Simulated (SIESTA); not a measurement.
A self-consistent single point of NiS2 (P1, 3 atoms in the cell) with SIESTA.

Level of theory: SIESTA 5.4.2 with GGA PBEsol+U, numerical atomic orbitals DZP, PseudoDojo PBEsol standard norm-conserving potentials (rewritten from UPF to PSML).

```
CELL_PARAMETERS angstrom
      0.00000     2.84673     2.84673
      2.84673     0.00000     2.84673
      2.84673     2.84673     0.00000
ATOMIC_POSITIONS crystal
  Ni 0.99401 0.00847 0.97771
  S  0.24837 0.23639 0.27566
  S  0.75762 0.75514 0.74663
```
Moments meant for the start (each program seeds them in its own way; μB, in the order of the atoms Ni S S): 2.0 0.0 0.0.

Reference input (self-consistent single point, DFT, GGA PBEsol, numerical atomic orbitals DZP, PseudoDojo PBEsol standard norm-conserving potentials (rewritten from UPF to PSML)): XC.functional = GGA; XC.authors = PBEsol; potentials = PseudoDojo PBEsol standard; PAO.BasisSize = DZP; PAO.EnergyShift = 0.01 Ry; MeshCutoff = 350 Ry; kgrid.MonkhorstPack = 5 5 5; OccupationFunction = MP; OccupationMPOrder = 0; ElectronicTemperature = 1160.45 K; Spin = polarized; DM.InitSpin = [1 +2.00, 2 +0.00, 3 +0.00]. This run's input differs from it in these lines:

```diff
@@ -42,2 +42,11 @@
 %endblock DM.InitSpin
+DFTU.ProjectorGenerationMethod 2
+DFTU.CutoffNorm              0.9
+DFTU.FirstIteration          true
+%block DFTU.proj
+  Ni 1
+  n=3 2
+  2.00 0.00
+  0.00 0.00
+%endblock DFTU.proj
```

Log, with long lists cut:

```
        iscf     Eharris(eV)        E_KS(eV)     FreeEng(eV)     dDmax    Ef(eV) dHmax(eV)
   scf:    1    -5044.706114    -5119.897565    -5119.918326  0.651587 -1.840497 42.118424
     spin moment: {S} , |S| = {        0.0        0.0    3.07670 }     3.07670
   scf:    2    -5153.866837    -5156.821242    -5156.830589  0.456594 -3.186080  3.291296
     spin moment: {S} , |S| = {        0.0        0.0    1.11247 }     1.11247
   scf:    3    -5157.236482    -5157.106696    -5157.114823  0.038452 -3.118136  1.061699
     spin moment: {S} , |S| = {        0.0        0.0    1.20875 }     1.20875
   [... lines left out ...]
     spin moment: {S} , |S| = {        0.0        0.0    0.82230 }     0.82230
hubbard_term: recalculating local occupations   31
hubbard_term: maximum change in local occup.    0.000382
   scf:   37    -5157.607543    -5157.607542    -5157.616009  0.000024 -3.446949  0.000230
     spin moment: {S} , |S| = {        0.0        0.0    0.82231 }     0.82231
hubbard_term: recalculating local occupations   32
hubbard_term: maximum change in local occup.    0.000383
   scf:   38    -5157.607539    -5157.607539    -5157.616006  0.000008 -3.446968  0.000186
     spin moment: {S} , |S| = {        0.0        0.0    0.82232 }     0.82232
SCF Convergence by DM+H criterion
max |DM_out - DM_in|         :     0.0000075793
max |H_out - H_in|      (eV) :     0.0001855759
DFT+U population converged by dTol_pop criteria:
max |pop(DFT+U)_i - pop(DFT+U)_j|:     0.0003830867
SCF cycle converged after 38 iterations

Using DM_out to compute the final energy and forces
hubbard_term: recalculating local occupations   33
hubbard_term: maximum change in local occup.    0.000383
hubbard_term: recalculating Hamiltonian and forces

siesta: E_KS(eV) =            -5157.6075

siesta: E_KS - E_eggbox =     -5157.6075

siesta: Atomic forces (eV/Ang):
     1    0.128893    0.111910   -0.048145
     2   -0.173845   -0.255057    0.372944
     3    0.055874    0.152815   -0.297813
   Tot    0.010922    0.009668    0.026986
   Max    0.372944
   Res    0.205747    sqrt( Sum f_i^2 / 3N )
   [... lines left out ...]
siesta: FreeEng =     -5157.615950
siesta: Cell volume =         46.139069 Ang**3
siesta:         -64.70126748        -57.60350591  kBar
   [... lines left out ...]
   3  2.975   0.841   0.055   0.663   0.660   0.662  -0.014  -0.014  -0.014
              0.024   0.025   0.032   0.025   0.032

mulliken: Qtot =       14.589

Mulliken Atomic Populations:
Atom #   charge [q] valence [e]      Sz [e]  Species
     1     0.083377   17.916623    0.635633  Ni
     2    -0.042038    6.042038    0.095307  S
     3    -0.041338    6.041338    0.091382  S
 Total     0.000000                0.822322
```

The run converged in 38 iterations. Against the reference run the pressure goes from -7.33 to -6.47 GPa, the largest force goes from 0.408 to 0.484 eV/Å and the size of the net moment goes from 0.21 to 0.27 μB/atom.

The starting cell comes from a database of computed structures (which also holds hypothetical and non-ambient phases and stackings), without a prior relaxation at this level. Its atoms were displaced at random from the sites of space group no. 225. With one magnetic atom in the cell only a parallel order is possible. With U or open f shells several self-consistent states can exist. Values carry the incompleteness of an atom-centred basis. With a pressure of about -6 GPa the cell is away from its equilibrium volume at this level.
